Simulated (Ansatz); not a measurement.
Base system: Ta in the bcc (W type) structure (space group Im-3m, No. 229; a = 3.2823 Å; relaxed with 0.1 eV smearing).

The values are results of Kohn–Sham DFT with the PBEsol functional, run in Ansatz (a first-principles code) with PAW and 420 eV plane waves, spin-orbit coupling left out, not measurements.

Before the change:

```
Quantity    Value
--------  -------
Pressure  0.0 GPa
```

One thing is altered: every lattice vector is stretched by 1.00 %; the atoms relax in the strained cell.

**Question.** Predict the new energy relative to the base.

**Answer.** The energy rises by 10 meV/atom.

**Question.** What does the calculation give for the pressure after the change?

**Answer.** The pressure goes from zero to -5.8 GPa.

Whether these cells are dynamically stable was not tested. All final runs are without spin polarisation.
